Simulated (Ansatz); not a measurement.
**What uniaxial strain ε_zz = +3.00 % does to PbF2**

Start from PbF₂ in the fluorite structure (space group Fm-3m, No. 225; a = 5.8987 Å). Axes: x, y, z lie along the cube axes.

The change: uniaxial strain ε_zz = +3.00 %, all other strain components held at zero, atoms relaxed at fixed cell.

Computed with PBEsol, PAW, 420 eV (Ansatz, an electronic-structure program; no spin-orbit coupling). k-mesh 10×10×10 (Γ-centred); smearing 0.05 eV (Fermi–Dirac).

```tsv
quantity	base	changed	shift
energy relative to the base (free energy F)	0 meV/atom	+5.3 meV/atom	+5.3 meV/atom
pressure (mean of the normal stresses, compression positive)	-0.01 GPa	-2.13 GPa	-2.125 GPa
band gap	4.31 eV	4.24 eV	-0.064 eV
gap character	–	indirect, k = (0.300, -1/2, -0.200) in the run's primitive reciprocal basis → X	–
smallest direct gap	4.46 eV	4.42 eV	-0.04 eV
stress (xx, yy, zz, yz, xz, xy; compression positive)	–	(-1.59, -1.59, -3.23, 0.00, 0.00, 0.00) GPa	–
```

Cost of the whole job for the changed cell (relaxation, final SCF and bands): around 11 core-seconds (rough).

Spin-orbit coupling, missing from the scalar runs, can matter with Pb. Stability against distortions was not tested. Labels are those of the standard path for the cell's own space group.
